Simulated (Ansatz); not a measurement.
Given:

```
ZrS2
1.0
    3.57816     0.00000     0.00000
   -1.78908     3.09878     0.00000
    0.00000     0.00000     5.54060
Zr S
1 2
Direct
  0.00000   0.00000   0.00000
  0.33333   0.66667   0.26468
  0.66667   0.33333   0.73532
```

A single point on ZrSe2 with a change (Se → S), its geometry relaxed with PBEsol-D3(BJ).

Calculations: PBEsol, PAW, 420 eV (Ansatz, a quantum-chemistry and plane-wave program; noncollinear with spin-orbit coupling). Settings: 11×11×6 k-points, 0.05 eV Fermi–Dirac smearing.

Predict the valence-band top at Γ and band gap.

The valence-band top at Γ (three highest Kramers pairs, from the VBM) is 0.00, -0.32, -0.42 eV and the band gap is 0.29 eV.

Single points use the geometry relaxed with PBEsol-D3(BJ). Stability against distortions was not tested. The cell was made from ZrSe2 by this change: Se → S. The zero or small gap of ZrS2 can change with the level of theory.
